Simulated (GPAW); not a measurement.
A self-consistent single point of Zn₂GeS₃ (P3m1, 6 atoms in the cell) with GPAW.

Level of theory: PBEsol+U, GPAW PAW datasets PBEsol (made by gpaw-setup) (plane waves; GPAW).

```
Zn2GeS3
1.0
    3.85802     0.00000     0.00000
   -1.92901     3.34114     0.00000
    0.00000     0.00000    10.53289
Zn Ge S
2 1 3
Direct
  0.66667   0.33333   0.35154
  0.33333   0.66667   0.64820
  0.00000   0.00000   0.99998
  0.00000   0.00000   0.28468
  0.66667   0.33333   0.58446
  0.33333   0.66667   0.88114
```

Reference input (self-consistent single point, DFT PBEsol, plane waves, GPAW PAW datasets PBEsol (made by gpaw-setup)): mode = pw; ecut = 800 eV; xc = PBEsol; kpts = 9 9 3; mesh shift (steps) = 0 0 0; occupations.name = fermi-dirac; occupations.width = 0 eV; nbands = -8; convergence.bands = -6; symmetry.symmorphic = false; symmetry.tolerance = 0.0005; maxiter = 120. This run's input differs from it in these lines:

```diff
@@ -18,2 +18,3 @@
             xc='PBEsol',
+            setups={'Zn': ':d,7.0'},
             kpts=(9, 9, 3),
```

Log, with long lists cut:

```
     iter     time        total  log10-change:
                         energy   eigst   dens
iter:   1 --:--:--   -25.288768   +0.51
iter:   2 --:--:--   -25.291470   +0.08  -1.11
iter:   3 --:--:--   -24.693790   -0.35  -1.14
iter:   4 --:--:--   -24.729554   -0.56  -1.45
iter:   5 --:--:--   -25.032662   -1.28  -1.57
iter:   6 --:--:--   -24.782124   -1.38  -1.60
iter:   7 --:--:--   -24.784754   -1.50  -1.98
iter:   8 --:--:--   -24.750879   -2.47  -2.00
iter:   9 --:--:--   -24.747281   -2.78  -2.36
iter:  10 --:--:--   -24.745599c  -3.43  -2.51
iter:  11 --:--:--   -24.744995c  -3.95  -2.69
iter:  12 --:--:--   -24.744966c  -4.68  -2.95
iter:  13 --:--:--   -24.744837c  -4.90  -3.00
iter:  14 --:--:--   -24.744810c  -5.48  -3.24
iter:  15 --:--:--   -24.744761c  -5.65  -3.42
iter:  16 --:--:--   -24.744750c  -6.08  -3.66
iter:  17 --:--:--   -24.744739c  -5.85  -3.74
iter:  18 --:--:--   -24.744741c  -5.91  -3.94
iter:  19 --:--:--   -24.744739c  -6.45  -4.06c
iter:  20 --:--:--   -24.744739c  -7.38  -4.22c
iter:  21 --:--:--   -24.744739c  -7.63c -4.27c
Converged after 21 iterations.

Dipole moment: (-0.131089, 0.075684, 1.050801) |e|*Ang

Energy contributions relative to reference atoms: (reference = -187221.849147)

Kinetic:        +41.980891
Potential:      -38.683671
External:        +0.000000
XC:             -28.410821
Entropy (-ST):   +0.000000
Local:           +0.368862
SIC:             +0.000000
--------------------------
Free energy:    -24.744739
Extrapolated:   -24.744739

Showing only first 2 kpts
 Kpt  Band  Eigenvalues  Occupancy
  0    21      3.10203    2.00000
  0    22      3.10204    2.00000
  0    23      4.79568    0.00000
  0    24      6.30665    0.00000

  1    21      3.09276    2.00000
  1    22      3.09277    2.00000
  1    23      4.91472    0.00000
  1    24      6.06183    0.00000

Fermi level: 3.90672

Gap: 1.123 eV
Transition (v -> c):
   [... lines left out ...]
Direct gap: 1.377 eV
   [... lines left out ...]
  0 Zn    0.00000    0.00000    0.06127
  1 Zn    0.00000   -0.00000   -0.00658
  2 Ge    0.00000    0.00000   -0.05383
  3 S     0.00000    0.00000    0.08487
  4 S     0.00000    0.00000   -0.02691
  5 S     0.00000   -0.00000   -0.05561

Stress tensor:
     0.018764     0.000000    -0.000000
     0.000000     0.018764    -0.000000
    -0.000000    -0.000000     0.016405
Stress (GPa, Voigt): [ 3.0064  3.0064  2.6283 -0.     -0.      0.    ]
```

The run converged in 21 iterations. GPAW prints stress with tension positive. Against the reference run the pressure goes from -2.75 to -2.88 GPa, the largest force goes from 0.074 to 0.085 eV/Å and the gap on the mesh goes from 1.072 to 1.123 eV.

The starting cell comes from a database of computed structures (which also holds hypothetical and non-ambient phases and stackings), without a prior relaxation at this level. Spin polarisation is off. The U value is a test value.

Cost on one core of a shared machine: roughly 2 min.
